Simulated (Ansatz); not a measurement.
```
CELL_PARAMETERS angstrom
      4.63126     0.00000     0.00000
      0.00000     4.63126     0.00000
      0.00000     0.00000    15.00000
ATOMIC_POSITIONS crystal
  K  0.25000 0.75000 0.50000
  Br 0.75000 0.25000 0.50000
```

No spin polarisation.

Method: Ansatz (a quantum-chemistry and plane-wave program) PBEsol, no spin-orbit coupling. Settings: 7×7×1 k-points, 0.05 eV Fermi–Dirac smearing. The cell is a slab with vacuum along z.

Problem. Predict the gap character, band gap and smallest direct gap.

Solution. 
```json
{
 "gap_character": "indirect, M → Γ",
 "band_gap": "4.38 eV",
 "smallest_direct_gap": "4.41 eV"
}
```

Whether these cells are dynamically stable was not tested. The cell was made from KBr in the rock salt structure (space group Fm-3m, No. 225) by this change: a free-standing slab of 1 layer (2 atoms, 2 a layer) is cut normal to the z axis, with 15 Å of vacuum and the in-plane cell held at bulk; forces were under the threshold from the start, so the atoms kept their bulk positions.
